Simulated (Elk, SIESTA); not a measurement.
An Elk input for a self-consistent single point of ZnP (P6_3mc, 4 atoms in the cell) (DFT, PBEsol, all-electron FP-LAPW, Elk's shipped species files, default APW+lo basis):

```
tasks
  0

xctype
  22

rgkmax
  7.0

rmtscf
  0.9

stype
  0

swidth
  0.00734986

avec
    6.8685120717   -0.0000000268    0.0000000000
   -3.4342560126    5.9483059537    0.0000000000
    0.0000000000    0.0000000000   13.0656987065

atoms
  2   : nspecies
  'Zn.in'   : spfname
  2   : natoms; atposl, bfcmt below
  0.3333333333  0.6666666667  0.3558400000    0.0 0.0 0.0
  0.6666666667  0.3333333333  0.8558400000    0.0 0.0 0.0
  'P.in'   : spfname
  2   : natoms; atposl, bfcmt below
  0.3333333333  0.6666666667  0.0191600000    0.0 0.0 0.0
  0.6666666667  0.3333333333  0.5191600000    0.0 0.0 0.0

ngridk
  10 10 5
```

### Question
Give the SIESTA input for the same structure, mesh, smearing and functional.

### Answer
This is the input that was run; spellings and numerical settings could be chosen otherwise.

```
# files in the folder: Zn.psml P.psml (PseudoDojo PBEsol standard)
SystemName  ZnP
SystemLabel znp

NumberOfAtoms                4
NumberOfSpecies              2
%block ChemicalSpeciesLabel
  1 30 Zn
  2 15 P
%endblock ChemicalSpeciesLabel
LatticeConstant              3.634660 Ang
%block LatticeVectors
     1.000000000    0.000000000    0.000000000
    -0.500000000    0.866025433    0.000000000
     0.000000000    0.000000000    1.902260459
%endblock LatticeVectors
AtomicCoordinatesFormat      Fractional
%block AtomicCoordinatesAndAtomicSpecies
     0.333333000    0.666667000    0.355840000  1
     0.666667000    0.333333000    0.855840000  1
     0.333333000    0.666667000    0.019160000  2
     0.666667000    0.333333000    0.519160000  2
%endblock AtomicCoordinatesAndAtomicSpecies

XC.functional                GGA
XC.authors                   PBEsol
PAO.BasisSize                TZP
PAO.EnergyShift              0.01 Ry
MeshCutoff                   300 Ry
%block kgrid.MonkhorstPack
   10   0   0  0.0
    0  10   0  0.0
    0   0   5  0.0
%endblock kgrid.MonkhorstPack
OccupationFunction           MP
OccupationMPOrder            0
ElectronicTemperature        0.2 eV

MaxSCFIterations             150
SCF.Mixer.Method             Pulay
SCF.Mixer.Weight             0.2
SCF.Mixer.History            8
SCF.DM.Tolerance             1.0E-05
Diag.ParallelOverK           true
WriteForces                  true
Charge.Mulliken              end
```

Basis, cutoffs, solver keys and any potentials are the target program's own. This input uses DFT, GGA PBEsol, numerical atomic orbitals TZP, PseudoDojo PBEsol standard norm-conserving potentials (rewritten from UPF to PSML).

The starting cell comes from a database of computed structures (which also holds hypothetical and non-ambient phases and stackings), without a prior relaxation at this level.
